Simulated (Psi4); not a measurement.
Psi4 1.11, unrestricted PBE0/def2-tzvp: Cl[B]B(Cl)Cl, charge 0, multiplicity 2, 5 atoms. The geometry is a generated start, not checked to be a minimum at this level.

| Property | Value |
|---|---|
| task | energy |
| method | pbe0 |
| basis | def2-tzvp |
| memory | 3 GB |
| maxiter | 100 |
| keys of the molecule block | symmetry c1 |
| scf_type | df (default) |
| e_convergence | 1e-06 (default) |
| d_convergence | 1e-06 (default) |
| dft_radial_points | 75 (default) |
| dft_spherical_points | 302 (default) |
| basis functions | 173 |
| grid points | 106808 |

```xyz
5

Cl     2.5665    -0.3093    -0.0259
B      0.9500    -0.2385    -0.0272
B     -0.5723     0.0089    -0.0041
Cl    -1.0837     1.7177     0.1257
Cl    -1.8604    -1.1788    -0.0685
```

Charge 0 and multiplicity 2 are set for this test and not shown to be the ground state.

With the defaults (diis = true, scf_initial_accelerator = adiis, damping_percentage = 0, soscf = false, soscf_start_convergence = 0.01, guess = auto, which took SAD, diis_max_vecs = 10, level_shift = 0, level_shift_cutoff = 0.01) it converges in 9 SCF iterations. One run each on 2 threads, with these changes:
- diis = false, scf_initial_accelerator = none, damping_percentage = 60
- guess = gwh
- level_shift = 0.1, level_shift_cutoff = 0.001
- soscf = true, soscf_start_convergence = 0.001
- guess = core
- scf_initial_accelerator = none
- damping_percentage = 60
- guess = sapgau
- diis_max_vecs = 6

Problem. Which of these changes keep the SCF from converging, or lead it to another solution?

Solution. No convergence: diis = false, scf_initial_accelerator = none, damping_percentage = 60 (the run ends without SCF convergence in 100 iterations). The rest reach the solution of the defaults.

```tsv
setting	SCF iterations	JK calls	end
soscf = true, soscf_start_convergence = 0.001	6	17	same solution
the defaults	9	10	same solution
scf_initial_accelerator = none	9	10	same solution
level_shift = 0.1, level_shift_cutoff = 0.001	9	10	same solution
diis_max_vecs = 6	10	11	same solution
guess = sapgau	11	11	same solution
guess = gwh	14	14	same solution
guess = core	18	18	same solution
damping_percentage = 60	37	38	same solution
diis = false, scf_initial_accelerator = none, damping_percentage = 60	100	101	no convergence
```

An SOSCF iteration holds several JK calls; a Hückel guess adds calls on atoms.
